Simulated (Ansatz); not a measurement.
## A short convergence ladder for Mg (R-3m, 3 atoms in the cell)

```yaml
crystal:
  lattice:
    - [1.58792, 0.91678, 7.67678]
    - [-1.58792, 0.91678, 7.67678]
    - [0.00000, -1.83357, 7.67678]
  atoms:
    - { symbol: Mg, position: [0.00000, 0.00000, 0.00000] }
    - { symbol: Mg, position: [0.22193, 0.22193, 0.22193] }
    - { symbol: Mg, position: [0.77807, 0.77807, 0.77807] }
```

Base method: LDA (PW92), default PAW files made with PBE (plane waves; Ansatz, a program for electronic structure).

Base settings: basis.ecutwfc = 420 eV; kpoints.mp_grid.grid = 12 12 12; hamiltonian.xc = lda; hamiltonian.pseudopotentials = {kind: paw} (the program's default PAW files); scf.occupations.method = gaussian; scf.occupations.width = 0.1 eV.

Core times come from one kind of shared machine, to one figure; runs under 30 s give none.

**Zone-centre phonons against the cutoff**

In this ladder: phonons.method = dfpt.

The mesh stays at the base's, so the ladder's end is converged at best in this setting alone.

Frequencies are those of the unrelaxed cell, without the LO-TO term of polar crystals.

Only quantities that move along the ladder and can be compared are tabulated.

| basis.ecutwfc | highest zone-centre frequency (cm⁻¹) | lowest optical frequency (cm⁻¹) | core time / last (rough) |
|---|---|---|---|
| 210 eV | 233.3 | 119.1 | 0.3 |
| 295 eV | 212.4 | 109.9 | 0.5 |
| 355 eV | 212.7 | 109.9 | 0.7 |
| 420 eV | 212.6 | 109.8 | 1 |

Coarsest basis.ecutwfc that holds the lowest optical frequency within 5 cm⁻¹ of the last step, with all finer ones: 295 eV; the step before is off by 9.3 cm⁻¹.

Coarsest basis.ecutwfc that holds the highest zone-centre frequency within 5 cm⁻¹ of the last step, with all finer ones: 295 eV; the step before is off by 21 cm⁻¹.

On the base run: the starting cell comes from a database of computed structures (which also holds hypothetical and non-ambient phases and stackings), without a prior relaxation at this level. Its lattice was rescaled by up to half a per cent.

Keys are those of Ansatz 0.2.
